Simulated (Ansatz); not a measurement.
```xyz
8
Lattice="14.0000 0.0000 0.0000 0.0000 14.0000 0.0000 0.0000 0.0000 5.7972" Properties=species:S:1:pos:R:3 pbc="T T T"
Hg     5.7960     5.7960     0.0000
Te     5.3037     5.3037     2.8986
Te     5.3037     8.6963     0.0000
Hg     5.7960     8.2040     2.8986
Te     8.6963     5.3037     0.0000
Hg     8.2040     5.7960     2.8986
Hg     8.2040     8.2040     0.0000
Te     8.6963     8.6963     2.8986
```

Calculation: PBE (plane waves to 420 eV, PAW; Ansatz, an electronic-structure program). Mesh 1×1×52. No spin polarisation. It repeats along c; a and b span vacuum. A hypothetical model. Only distortions within the start's symmetry and period were free. Values not marked SOC lack spin–orbit coupling.

Q: Tabulate the two highest filled and two lowest empty levels along the axis, from the valence top.

A: 
```
k (2π/c)  v2 (eV)  v1 (eV)  c1 (eV)  c2 (eV)
--------  -------  -------  -------  -------
0.000       -0.59    -0.28     0.68     0.73
0.042       -0.56    -0.28     0.72     0.75
0.083       -0.47    -0.30     0.71     0.81
0.125       -0.35    -0.33     0.69     0.89
0.167       -0.22    -0.22     0.69     1.02
0.208       -0.11    -0.11     0.71     1.23
0.250       -0.04    -0.04     0.82     1.50
0.292       -0.01    -0.01     1.03     1.81
0.333        0.00     0.00     1.37     2.15
0.375       -0.01    -0.01     1.79     2.47
0.417       -0.02    -0.02     2.24     2.74
0.458       -0.03    -0.03     2.66     2.92
0.500       -0.03    -0.03     2.96     2.96
```
